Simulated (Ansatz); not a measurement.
Level of theory: PBE (plane waves to 420 eV, PAW; Ansatz, a program for electronic structure).

Electrostatic potential energy of an electron, averaged over planes parallel to the surface, in eV from the Fermi level, for the (100) surface of rock-salt TiC, half the Ti sites of the top plane empty, c(2x2) (bottom of the slab: a bare face, its two planes held):

(z (Å), V (eV)): (3.66, 4.05); (3.94, 4.05); (4.22, 4.04); (4.50, 4.04); (4.78, 4.04); (5.06, 4.02); (5.34, 4.00); (5.62, 3.96); (5.91, 3.87); (6.19, 3.69); (6.47, 3.32); (6.75, 2.57); (7.03, 1.02); (7.31, -2.66); (7.59, -8.98); (7.88, -15.31); (8.16, -16.91); (8.44, -12.43); (8.72, -5.58); (9.00, -1.10); (9.28, -0.71); (9.56, -4.53); (9.84, -11.35); (10.12, -16.79); (10.41, -16.42); (10.69, -10.59); (10.97, -4.00); (11.25, -0.64); (11.53, -1.54); (11.81, -6.55); (12.09, -13.59); (12.38, -17.46); (12.66, -14.93); (12.94, -8.27); (13.22, -2.55); (13.50, -0.45); (13.78, -2.61); (14.06, -8.52); (14.34, -15.16); (14.62, -17.35); (14.91, -13.21); (15.19, -6.24); (15.47, -1.37); (15.75, -0.49); (16.03, -3.87); (16.31, -10.55); (16.59, -16.29); (16.88, -16.45); (17.16, -10.94); (17.44, -4.01); (17.72, 0.37); (18.00, 0.97); (18.28, -1.86); (18.56, -7.28); (18.84, -10.78); (19.12, -8.66); (19.41, -3.01); (19.69, 1.49); (19.97, 3.70); (20.25, 4.62); (20.53, 5.04); (20.81, 5.23); (21.09, 5.32); (21.38, 5.36); (21.66, 5.38); (21.94, 5.39); (22.22, 5.39); (22.50, 5.39); (22.78, 5.39); (23.06, 5.39); (23.34, 5.39)

Model: 23-atom slab, 10.8 Å thick at the start with caps and adatoms (thin: gaps and levels are the slab's own), 9x9x1 mesh, Fermi-Dirac 0.1 eV, dipole correction, 8 atoms held, the rest relaxed; held to the start's symmetry, so lower structures may exist; no spin, no spin-orbit, no U. It is one candidate, not shown to be the stable structure of the face.

The surface cell has an area of 18.78 Å². What dipole along the normal does the step between the two vacuum levels imply?

the top vacuum level lies 1.35 eV above the bottom one; p = −ε₀ A ΔV (ε₀ = 0.005526 e/(V·Å)) gives -0.14 e·Å a cell.
